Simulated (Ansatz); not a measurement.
Cost and result by functional for the surface energy of the (0001) surface of hcp Zr in its 1x1 cell, outermost plane spacing 2.59 Å in the ideal cut, in Ansatz (plane waves, PAW). Single points on the PBE structure, on one kind of machine; costs are rough ratios of the slab run's core time (references not counted) to the cheapest single point. r2SCAN's cost holds its higher cutoff (500 against 420 eV). Differences are taken against r2SCAN for comparison alone: no measured value is at hand, so the table doesn't rank accuracy.

Model: 5-atom slab, 10.3 Å thick at the start (thin: gaps and levels are the slab's own), 13x13x1 mesh, Fermi-Dirac 0.1 eV, dipole correction, all atoms relaxed; symmetry of the start imposed; no spin, no spin-orbit, no U. These notes are the PBE run's.

```
functional                     relative cost  surface energy (J/m²)  less r2SCAN (J/m²)
-----------------------------  -------------  ---------------------  ------------------
LDA                                        1                   1.77                0.01
PBEsol                                     1                   1.74               -0.02
RPBE                                       1                   1.49               -0.26
r2SCAN                                     2                   1.76                0.00
PBE (the relaxed run's value)              –                   1.59               -0.16
```

The values span 0.27 J/m², while the single points' costs differ by a factor of roughly 2. Differences are of unrounded values.

Ansatz is a first-principles code.
